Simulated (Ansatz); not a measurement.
The parent structure is W in the bcc (W type) structure (space group Im-3m, No. 229; a = 3.154 Å; relaxed with 0.1 eV smearing).

Level of theory: PBEsol (Ansatz, a program for electronic structure), spin-orbit coupling left out.

Strains are applied to the cell and any free atomic positions relax.

One change was made to it. Results:

| quantity | base | after |
|---|---|---|
| energy relative to the base (free energy F) | 0 meV/atom | +3.6 meV/atom |
| pressure | 0.0 GPa | 5.0 GPa |

Problem. Name the change that was made.
(A) isotropic strain −2.00 %
(B) isotropic strain −1.00 %
(C) isotropic strain −0.50 %
(D) isotropic strain +2.50 %

Solution. C, isotropic strain −0.50 %. For comparison, the energy relative to the base in the other runs: isotropic strain −2.00 % gives +61 meV/atom; isotropic strain −1.00 % gives +15 meV/atom; isotropic strain +2.50 % gives +82 meV/atom.

Stability against distortions was not tested. All final runs are without spin polarisation.
